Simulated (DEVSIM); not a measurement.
System: Pd/SiO2/n-GaAs capacitor, at 400 K.

| layer (left to right) | material | thickness (nm) | Nd (cm⁻³) |
|---|---|---|---|
| 1 | SiO2 | 1.10 | - |
| 2 | GaAs | 3500 | 3.4e16 |

Metal gate on the left, work function 5.2 eV. Fixed charge at the semiconductor interface -2.1e11 cm⁻² (in units of +e); no interface traps.

This is a model device: material constants are rounded textbook-type values typed into the input, and sizes, dopings and lifetimes were drawn at random. Values at 300 K; Nc and Nv go as T^1.5, mobilities as T to minus their exponent, the gap by Varshni's rule with the affinity fixed.

| parameter | SiO2 | GaAs |
|---|---|---|
| gap (eV) | 9 | 1.424 |
| affinity (eV) | 0.9 | 4.07 |
| permittivity | 3.9 | 12.9 |
| Nc (cm⁻³) | - | 4.7e17 |
| Nv (cm⁻³) | - | 9e18 |
| Varshni α (eV/K) | - | 0.000541 |
| Varshni β (K) | - | 204 |

DEVSIM, 1D Poisson equation in equilibrium, Boltzmann statistics, complete ionisation; no quantum confinement or tunnelling. Metal contacts follow the ideal Schottky-Mott rule: no Fermi-level pinning, no interface dipoles.

The temperature was swept, all else fixed.

```
temperature (K)  threshold voltage (band bending 2φF) (V)  flat-band voltage (V)  minimum of the low-frequency capacitance (μF/cm²)
---------------  ----------------------------------------  ---------------------  -------------------------------------------------
250                                                 -0.23                   1.09                                             0.0517
300                                                 -0.18                   1.07                                             0.0546
350                                                 -0.12                   1.05                                             0.0561
400                                                   ___                   1.04                                                ___
450                                                 -0.01                   1.02                                             0.0633
500                                                  0.05                   0.99                                             0.0665
```

Task: What belongs in the gaps?

Result: 
- 400, threshold voltage (band bending 2φF) (V): -0.07
- 400, minimum of the low-frequency capacitance (μF/cm²): 0.0593
